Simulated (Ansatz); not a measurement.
## SnTe: response to strain

Consider SnTe in the rock salt structure (space group Fm-3m, No. 225; a = 6.370 Å). Axes: x, y, z lie along the cube axes.

Strains are applied to the cell and any free atomic positions relax.

Calculations: Ansatz (a first-principles code), r2SCAN, PAW, cutoff 500 eV, no spin-orbit coupling.

Notes on the quantities. energy relative to the base: free energy F; pressure: mean of the normal stresses, compression positive.

```tsv
variant	energy relative to the base	band gap	volume per atom	pressure
base	0 meV/atom	0.13 eV	32.30 Å³	0.0 GPa
tensor shear ε_xy = +1.71 %	…	zero	32.29 Å³	0.0 GPa
tensor shear ε_xy = +1.43 %	+1.5 meV/atom	zero	32.30 Å³	0.0 GPa
tensor shear ε_xy = +1.14 %	+1.0 meV/atom	zero	32.30 Å³	0.0 GPa
tensor shear ε_xy = +2.00 %	+2.9 meV/atom	zero	32.29 Å³	0.0 GPa
tensor shear ε_xy = +0.57 %	+0.2 meV/atom	0.06 eV	32.30 Å³	0.00 GPa
tensor shear ε_xy = +0.86 %	…	zero	32.30 Å³	0.0 GPa
tensor shear ε_xy = +0.29 %	+0.1 meV/atom	0.10 eV	32.30 Å³	0.00 GPa
```

**Question.** Some entries are withheld; estimate them.

**Answer.** 
- tensor shear ε_xy = +1.71 %, energy relative to the base: +2.2 meV/atom
- tensor shear ε_xy = +0.86 %, energy relative to the base: +0.5 meV/atom

Spin-orbit coupling, missing from the scalar runs, can matter with Te. Stability against distortions was not tested. The final runs are not spin-polarised. Gaps under 0.05 eV, about the width of the smearing, are given as zero. The zero or small gap of SnTe can change with the level of theory.
